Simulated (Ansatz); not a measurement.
The starting structures come from a database of crystals and need not be the phases stable at ambient conditions.

The decay constant κ of evanescent states in the gap governs leakage through a thin film.

Input:

```
PdRb2Se2
1.0
    6.64317     0.00000     0.00000
    1.13352     6.54575     0.00000
    1.09012    -1.29512     3.40852
Rb Pd Se
2 1 2
Direct
  0.30596   0.30596   0.50000
  0.69404   0.69404   0.50000
  0.00000   0.00000   0.00000
  0.78722   0.21278   0.71278
  0.21278   0.78722   0.28722
```

Space group of this cell: Immm. The cell is taken as given.

Transport runs along the normal of the first two printed cell vectors.

The gap is the functional's own, uncorrected, and κ follows it; spin-orbit coupling is left out. Mid-gap values are interpolated between the computed energies.

Question: Predict the band gap and the smallest decay constant κ at mid-gap from r2SCAN in Ansatz (an electronic-structure program).

Answer: Gap 1.14 eV on a 10×10×10 mesh; κ = 0.188 1/Å, at (-0.333, 0.333) of the in-plane reciprocal vectors. At the zone centre, at the nearest computed energy, the slowest state has κ = 0.26 1/Å.
